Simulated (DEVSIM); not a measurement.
Structure: illuminated CdTe p-on-n cell, one wavelength, at 300 K.

Layer 1 from the left is CdTe, thickness (μm) 0.310, Na (cm⁻³) 7.2e17, τn (s) 1.6e-11, τp (s) 3.6e-10, absorption coefficient (cm⁻¹) 57000. Layer 2 from the left is CdTe, thickness (μm) 4.40, Nd (cm⁻³) 3.1e15, τn (s) 1.3e-9, τp (s) 3.9e-10, absorption coefficient (cm⁻¹) 57000.

Left contact: ohmic, minority electron recombination velocity 100 cm/s. Right contact: ohmic, minority hole recombination velocity 5e6 cm/s. Voltage is applied to the left contact. Recombination: SRH at mid-gap, radiative, Auger. Light enters at the left, 2.2e16 photons cm⁻² s⁻¹, one pass, no reflection. Mobility is constant in doping.

This is a model device: material constants are rounded textbook-type values typed into the input, and sizes, dopings and lifetimes were drawn at random. Values at 300 K.

CdTe: gap (eV) 1.5, affinity (eV) 4.28, permittivity 10.2, Nc (cm⁻³) 8e17, Nv (cm⁻³) 1.8e19, μn (cm²/Vs) 1000, μp (cm²/Vs) 80, B (cm³/s) 1e-10, Cn (cm⁶/s) 1e-30, Cp (cm⁶/s) 1e-30.

Simulated with DEVSIM: 1D drift-diffusion, Boltzmann statistics, complete ionisation; no tunnelling, impact ionisation, image-force lowering or self-heating.

Dark forward current:

```csv
|V| (V),|J| (A/cm²)
0.05,6.592e-10
0.10,2.339e-9
0.15,6.840e-9
0.20,1.903e-8
0.25,5.213e-8
0.30,1.422e-7
0.35,3.879e-7
0.40,1.060e-6
0.45,2.905e-6
0.50,7.991e-6
0.55,2.209e-5
0.60,6.140e-5
0.65,0.0001720
0.70,0.0004873
0.75,0.001402
0.80,0.004128
0.85,0.01261
0.90,0.04074
0.95,0.1422
1.00,0.5412
1.05,2.152
1.10,7.811
1.15,22.21
1.20,48.89
1.25,88.98
1.30,141.8
```

Work out the local ideality factor n = ΔV / (kT/q · ln(J2/J1)) between the rows 0.15 and 0.20 V, 1.00 and 1.05 V, 1.25 and 1.30 V.

kT/q = 25.85 mV. From 0.15 to 0.20 V: ln(1.903e-8/6.840e-9) = 1.023, n = 1.89, near the 2 of recombination in the depletion region. From 1.00 to 1.05 V: ln(2.152/0.5412) = 1.380, n = 1.40. From 1.25 to 1.30 V: ln(141.8/88.98) = 0.466, n = 4.15; the layers' resistance at their doping, Σ W/(qμN) = 0.00089 Ω cm², would take 47 mV of this step of 50 mV.

What current could the absorbed light give at most, and what share is collected?

Σ αd = 26.8, so qΦ(1 − exp(−Σ αd)) = 3.52 mA/cm². The simulated short-circuit current is 2.133 mA/cm², a share of 0.61.

Estimate the open-circuit voltage by superposition: the voltage at which the dark current equals that short-circuit current.

Interpolating ln J in the table gives 0.769 V. The simulation gives 0.769 V, the same within the digits that matter. Superposition holds where collection doesn't change with voltage.

Estimate the fill factor from FF0 = (v − ln(v + 0.72))/(v + 1), v = qVoc/(nkT), with n from the dark curve.

The rows about Voc, 0.75 and 0.80 V, give n = 1.79, so v = 16.6 and FF0 = 0.781. The simulation gives 0.767; the estimate lies 1.9 % above.
